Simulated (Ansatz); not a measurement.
**Ansatz (a first-principles code) run on Ba4As2O (I4mm, 7 atoms in the cell): self-consistent single point**

Computed with PBEsol, default PAW files made with PBE (plane waves; Ansatz).

Input as run:

Ansatz 0.2 input:
```yaml
crystal:
  lattice:
    - [-2.593267, 2.593267, 8.676093]
    - [2.593267, -2.593267, 8.676093]
    - [2.593267, 2.593267, -8.676093]
  atoms:
    - { symbol: Ba, position: [0.678271, 0.678271, 0.000000] }
    - { symbol: Ba, position: [0.324610, 0.324610, 0.000000] }
    - { symbol: Ba, position: [0.500000, 0.000000, 0.500000] }
    - { symbol: Ba, position: [0.000000, 0.500000, 0.500000] }
    - { symbol: As, position: [0.864380, 0.864380, 0.000000] }
    - { symbol: As, position: [0.135620, 0.135620, 0.000000] }
    - { symbol: O, position: [0.500000, 0.500000, 0.000000] }
basis:
  ecutwfc: 420.0
kpoints:
  mp_grid: { grid: [5, 5, 5] }
hamiltonian:
  xc: pbesol
  pseudopotentials: { kind: paw }
scf:
  occupations: { method: fixed }
output:
  forces: true
  eigenvalues: true
  stress: true
```

Log, with long lists cut:

```
WARN ansatz: RAYON_NUM_THREADS=1 ignored (pool sized by the plan → 1); use --threads N
basis.fft_grid_basis auto: the FFT boxes are laid along the combinations [[1, 0, 1], [0, 1, 1], [0, 0, 1]] of the cell's own vectors, 5.187, 5.187 and 9.419 Å …
Pseudopotentials: kind: paw
Pseudopotential: Ba, paw, valence charge 10
Pseudopotential: As, paw, valence charge 15
Pseudopotential: O, paw, valence charge 6
Crystal: 7 atoms, lattice volume = 233.388 Å³
Basis set: ecut = 420 eV, 4541 PW (Γ), FFT grids on a1+a3, a2+a3, a3, exchange–correlation on 72×72×128 points (8 copies of the dense FFT grid, shifted against one another)
Bands: 46, of which v1, the nominal top of the filled ones, is band 38 counted from 1 (37 counted from 0)
Symmetry: 8 space group operations
Space group: I4mm (ITA 107), of the structure as read, at distance tolerance 6.2e-5 Å
k-points: 18 of 125 (time reversal used)
PAW frozen core: Ba, regenerated for the run's functional, and the local potential with it
PAW frozen core: As, regenerated for the run's functional, and the local potential with it
PAW frozen core: O, regenerated for the run's functional, and the local potential with it
Initial density: superposition of atomic densities (neutral atoms: chi_scale 0, normalization atom), corrected by the library's trained network
Initial wavefunctions: pseudopotential atomic-orbital guess
Eigensolver: davidson
Functional: x = pbesol(κ = 0.804, μ = 0.12345679012345678), c = pbesol(β = 0.046)
SCF iter   1: F=—  HF=-33645.582802 eV  |F-HF|=—  |Δ(HF+E_count)|=         —  Δρ=6.24e-3  dr2=9.80e-2  ethr=1.77e-3  ⟨swp⟩=6.0  Hψ=3254  notcnv=0  defer=84
all-band conjugate gradients solve this SCF's bands
preconditioner: auto → Resta (q_TF=auto, 2.263 Å⁻¹)
SCF iter   2: F=—  HF=-33645.568260 eV  |F-HF|=—  |Δ(HF+E_count)|=   1.45e-2  Δρ=3.56e-3  dr2=2.40e-2  ethr=1.29e-4  ⟨swp⟩=2.6  Hψ=1457  notcnv=0  defer=105
SCF iter   3: F=—  HF=-33645.563731 eV  |F-HF|=—  |Δ(HF+E_count)|=   4.53e-3  Δρ=7.73e-4  dr2=1.47e-3  ethr=3.16e-5  ⟨swp⟩=2.3  Hψ=1257  notcnv=0  defer=105
SCF iter   4: F=—  HF=-33645.563963 eV  |F-HF|=—  |Δ(HF+E_count)|=   2.32e-4  Δρ=2.18e-4  dr2=1.15e-4  ethr=1.94e-6  ⟨swp⟩=2.0  Hψ=975  notcnv=0  defer=106
SCF iter   5: F=—  HF=-33645.563998 eV  |F-HF|=—  |Δ(HF+E_count)|=   3.49e-5  Δρ=3.92e-5  dr2=4.45e-6  ethr=1.51e-7  ⟨swp⟩=2.0  Hψ=1480  notcnv=0  defer=81
SCF iter   6: F=—  HF=-33645.564087 eV  |F-HF|=—  |Δ(HF+E_count)|=   8.96e-5  Δρ=1.47e-5  dr2=8.08e-7  ethr=5.86e-9  ⟨swp⟩=2.2  Hψ=1627  notcnv=0  defer=64
SCF iter   7: F=-33645.564088 eV  HF=-33645.564088 eV  |F-HF|=1.90e-8  |Δ(HF+E_count)|=   2.56e-7  Δρ=5.34e-6  dr2=9.37e-8  ethr=1.32e-10  ⟨swp⟩=15.5  Hψ=6048  notcnv=0
SCF 1 converged in 7 iterations: F = -33645.564088 eV  dr2 = 9.37e-8
SCF converged after 7 iterations
Free energy (F): -33645.564088 eV
Harris-Foulkes:  -33645.564088 eV  (|F-HF|=1.90e-8)
Internal energy: -33645.564088 eV  (E = F + TS)
E sigma→0 (E₀):  -33645.564088 eV
Fermi energy:    7.760874 eV
--- Per-component energies (eV) ---
  E_band       = -703.030488
  E_kinetic    = 1054.826075
  E_local      = -5978.223341  (includes V_loc(G=0)·N_el)
  E_nonlocal   = -1054.908166
  E_hartree    = 2896.662496
  E_xc         = -898.699886
  E_vxc        = -795.805843  (∫ρ·V_xc dr)
  E_paw        = -24300.529956  (= ΣΔE_a)
  E_vpaw       = 277.765647  (= ΣTr[D̂ρ^β])
  E_aug_tail   = 0.002392  (compensation charges beyond the density's cutoff)
  E_ewald      = -5367.267579
  E_core_change = 2.573878  (= ΣΔE_core)
  E_smearing   = -0.000000  (= −TS)
  E_closure    = 0.000000  (closes the sum)
  Σ components = -33645.564088   (vs F -33645.564088, Δ=0.00e0)
--- Forces (eV/Å), atoms counted from 1 ---
  atom   1  Ba     0.00000000     0.00000000    -0.18983407
  atom   2  Ba    -0.00000000     0.00000000     0.03534038
  atom   3  Ba     0.00000000    -0.00000000     0.06367349
  atom   4  Ba    -0.00000000     0.00000000     0.06367349
  atom   5  As    -0.00000000    -0.00000000     0.08610129
  atom   6  As     0.00000000     0.00000000     0.00619386
  atom   7  O      0.00000000    -0.00000000    -0.06514596
  max |Σ_I F_I| component: 2.48e-6 eV/Å
--- Stress (GPa, compression-positive) ---
       -2.005574       0.000000      -0.000000
        0.000000      -2.005574      -0.000000
       -0.000000       0.000000      -1.713712
  P = ⅓ Tr σ = -1.9083 GPa (-19.083 kbar)
  The stress holds the Pulay correction. Without it, at fixed plane waves, as pw.x and ABINIT print it: P = -1.9677 GPa
--- Band table (eV; the first three rows and the last of 18) ---
  k-point 0: bands = ["-26.0124", "-26.0115", "-25.9883", "-25.9883", "-25.9878", "-25.9870", "-25.9816", "-25.9656", "-25.9656", "-25.9591", "-20.0730", "-20.0229", "-19.4488", "-19.1373", "-9.0091", "-5.5087", "-5.4034", "-5.4034", "-5.2783", [...]
  k-point 1: bands = ["-26.0124", "-26.0115", "-25.9883", "-25.9883", "-25.9878", "-25.9870", "-25.9816", "-25.9657", "-25.9657", "-25.9591", "-20.0673", "-20.0241", "-19.3926", "-19.1880", "-9.3059", "-5.5141", "-5.3576", "-5.3382", "-5.2026", [...]
  k-point 2: bands = ["-26.0124", "-26.0114", "-25.9884", "-25.9884", "-25.9878", "-25.9869", "-25.9816", "-25.9657", "-25.9657", "-25.9591", "-20.0609", "-20.0236", "-19.2980", "-19.2679", "-9.7225", "-5.4444", "-5.4237", "-5.3836", "-5.3387", [...]
  k-point 17: bands = ["-26.0124", "-26.0115", "-25.9883", "-25.9883", "-25.9878", "-25.9870", "-25.9816", "-25.9657", "-25.9656", "-25.9591", "-20.0678", "-20.0260", "-19.4182", "-19.1658", "-9.1578", "-5.4668", "-5.3928", "-5.3884", "-5.2442", [...]
```

The run converged in 7 iterations.

The starting cell comes from a database of computed structures (which also holds hypothetical and non-ambient phases and stackings), without a prior relaxation at this level. Its lattice was rescaled by up to half a per cent. One atom was moved a little off its site on purpose. Ansatz's pressure includes its estimate of the finite-basis (Pulay) stress. Another mesh or the band path of this cell gives a smaller gap, so this value is not converged in the mesh.
